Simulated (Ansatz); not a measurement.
**CaSi (Cmcm, No. 63)**

Calculation: PBEsol (Ansatz, a first-principles code, plane waves, PAW).

Numerical settings: plane-wave cutoff 500 eV, 10×10×10 k mesh, Fermi–Dirac smearing 0.05 eV, scalar-relativistic PAW data made under PBE.

Cell (relaxed at this level):

Space group Cmcm (No. 63); a = 4.474 Å, b = 10.654 Å, c = 3.863 Å, α = β = γ = 90.00°

| atom | site | symmetry | x | y | z |
|---|---|---|---|---|---|
| Ca | 4c | m2m | 0.0000 | 0.1394 | 0.2500 |
| Si | 4c | m2m | 0.0000 | 0.4308 | 0.2500 |
(The calculation used a cell of 4 atoms; values per cell refer to that cell.)

```yaml
band_gap: none
```

The computed numbers hold no vibrational or temperature effects.
